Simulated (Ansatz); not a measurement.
The starting structures come from a database of crystals and need not be the phases stable at ambient conditions.

Consider the following.

```
Sr3Ti2O7
1.0
    5.52771     0.00000     0.00000
    2.76385    10.18418     0.00000
    2.76385     0.00000     2.76385
Sr Ti O
3 2 7
Direct
  0.31562   0.36876   0.00000
  0.68438   0.63124   0.00000
  0.50000   0.00000   0.00000
  0.09752   0.80496   0.00000
  0.90248   0.19504   0.00000
  0.40382   0.19236   0.50000
  0.59618   0.80764   0.50000
  0.90382   0.19236   0.50000
  0.09618   0.80764   0.50000
  0.80632   0.38736   0.00000
  0.19368   0.61264   0.00000
  0.00000   0.00000   0.00000
```

Space group of this cell: I4/mmm. The cell is taken as given; by r2SCAN its mean pressure is -0.8 GPa.

Transport runs along the normal of the first two printed cell vectors, the (110) plane of the conventional cell.

The gap is the functional's own. No spin-orbit coupling. Mid-gap values are interpolated on the energy grid.

Task: State the band gap and the smallest decay constant κ at mid-gap according to r2SCAN run with Ansatz (a program for electronic structure).

Result: Gap 2.33 eV on a 12×12×12 mesh; κ = 0.265 1/Å, at (0.000, 0.500) of the in-plane reciprocal vectors. At the zone centre, at the nearest computed energy, the slowest state has κ = 0.27 1/Å.
